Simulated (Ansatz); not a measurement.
Start from HfC in the rock salt structure (space group Fm-3m, No. 225; a = 4.641 Å; relaxed with 0.1 eV smearing). Axes: x, y, z lie along the cube axes.

Calculations: r2SCAN, PAW, 500 eV (Ansatz, a quantum-chemistry and plane-wave program; spin-orbit coupling left out).

For the base:

| Item | Result |
|---|---|
| Shortest interatomic distance | 2.320 Å |

Now apply this change: uniaxial stress, 2 GPa tension along z; all other stress components relax to zero.

**Question.** Estimate the effect on the mean lateral Poisson ratio.

**Answer.** The mean lateral Poisson ratio comes out as 0.17.

**Question.** How does this affect the shortest interatomic distance?

**Answer.** The shortest interatomic distance hardly moves (2.320 Å against 2.319 Å).

**Question.** What happens to the energy relative to the base?

**Answer.** The energy grows by 0.3 meV/atom.

**Question.** Estimate the effect on the secant Young's modulus along z.

**Answer.** The secant Young's modulus along z comes out as 470 GPa.

Load acts through the strain it causes; cell and atoms are relaxed under it. Beyond what the load breaks, stability against distortions was not tested. All final runs are without spin polarisation.
